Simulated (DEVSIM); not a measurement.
## Si p+/n-/n+ power diode

System: Si p+/n-/n+ power diode, at 300 K.

| layer (left to right) | material | thickness (μm) | Nd (cm⁻³) | Na (cm⁻³) | τn (s) | τp (s) |
|---|---|---|---|---|---|---|
| 1 | Si | 3.10 | - | 2.5e18 | 0.00045 | 0.00045 |
| 2 | Si | 7.20 | 1.3e14 | - | 0.00045 | 0.00045 |
| 3 | Si | 9.60 | 9.3e16 | - | 0.00045 | 0.00045 |

Left contact: ohmic. Right contact: ohmic. Voltage is applied to the left contact. Recombination: SRH at mid-gap. Mobility is μmin + (μ − μmin)/(1 + (N/Nref)^α).

This is a model device: material constants are rounded textbook-type values typed into the input, and sizes, dopings and lifetimes were drawn at random. Values at 300 K.

```csv
parameter,Si
gap (eV),1.124
affinity (eV),4.05
permittivity,11.7
Nc (cm⁻³),2.86e19
Nv (cm⁻³),3.1e19
μn (cm²/Vs),1417
μp (cm²/Vs),470
"μn,min",52
"μp,min",45
"Nref,n",9.7e16
"Nref,p",2.2e17
αn,0.68
αp,0.72
```

Simulated with DEVSIM: 1D drift-diffusion, Boltzmann statistics, complete ionisation; no tunnelling, impact ionisation, image-force lowering or self-heating.

```
Item                                             Value
---------------------------------------------  -------
Potential step across the device at zero bias  0.911 V
Dark forward voltage at 1 A/cm²                0.700 V
Dark forward voltage at 100 A/cm²              0.834 V
```

Dark forward current:

(V (V), J (A/cm²)): (0.05, 1.2e-10); (0.10, 4.8e-10); (0.15, 1.8e-9); (0.20, 8.2e-9); (0.25, 4.3e-8); (0.30, 2.5e-7); (0.35, 1.6e-6); (0.40, 1.1e-5); (0.45, 7.3e-5); (0.50, 0.00048); (0.55, 0.0033); (0.60, 0.022); (0.65, 0.15); (0.70, 1.0); (0.75, 6.5); (0.80, 36); (0.85, 160); (0.90, 560); (0.95, 1600); (1.00, 3500)

Dark reverse current:

```
V (V)    J (A/cm²)
-------  ---------
-2.00     -6.4e-10
-5.00      -1.1e-9
-10.00     -1.3e-9
-15.00     -1.3e-9
-20.00     -1.3e-9
-30.00     -1.3e-9
-40.00     -1.4e-9
-50.00     -1.4e-9
-65.00     -1.4e-9
-80.00     -1.4e-9
-100.00    -1.4e-9
```
